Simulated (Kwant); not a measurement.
Device: quantum point contact (saddle potential) in a In0.53Ga0.47As two-dimensional gas. Effective mass 0.041 mₑ, grid spacing 10 nm, hard walls, nominal width 300 nm (29 grid rows, so walls 300 nm apart), one parabolic valley, scattering region 900 nm long along x; energies count from the band bottom; Fermi energy 0.00156 eV. Potential (V0 + ½k y²) cos²(πx/L) for |x| < L/2, with V0 swept from 0.001638 to 0 eV, k = 5.1e-07 eV/nm², L = 480 nm.

Constants are typed, rounded textbook-type inputs, not results; the design itself was drawn at random and stands for no fabricated device.

Kwant, effective-mass tight-binding model on a square grid, one spin, coherent transport at 0 K. Conductance is in e²/h.

Question: Compare with the saddle-point formula G = Σ 1/(1 + exp(−2π(E − V0 − ħωy(n + ½))/ħωx)), taking ħωy = ħ√(k/m) and ħωx from the curvature along x of V0 plus half of the mode's confinement energy.

Answer: ħωy = 0.974 meV; at V0 = 1.33 meV the lowest mode has ħωx = 0.500 meV.

```tsv
V0 (meV)	formula	simulation
1.54	0.0039	0.0036
1.33	0.039	0.039
1.12	0.36	0.38
0.902	0.93	0.93
0.688	1.00	1.00
0.475	1.00	1.00
```

The formula takes a parabolic saddle in the continuum; the run has the full potential on a grid.
